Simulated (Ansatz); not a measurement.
```xyz
2
Lattice="0.0079 2.7222 2.7222 2.7222 0.0079 2.7222 2.7301 2.7301 0.0000" Properties=species:S:1:pos:R:3 pbc="T T T"
Si     0.0000     0.0000     0.0020
Si     1.3650     1.3650     1.3591
```

No spin polarisation.

The values are results of r2SCAN (Ansatz, an electronic-structure program), no SOC, not measurements. k-mesh 10×10×10 (Γ-centred); smearing 0.05 eV (Fermi–Dirac).

Question: Predict the band gap.

Answer: 0.75 eV.

Question: Predict the stress (xx, yy, zz, yz, xz, xy; compression positive).

Answer: (0.00, 0.00, 0.00, 0.00, 0.00, -0.47) GPa.

Question: Estimate the valence-band top at Γ (three highest levels, from the VBM).

Answer: 0.00, -0.03, -0.05 eV.

The cells carry an imposed strain or load. Whether these cells are dynamically stable was not tested. The cell was made from Si in the diamond structure (space group Fd-3m, No. 227) by this change: tensor shear ε_xy = +0.29 %.
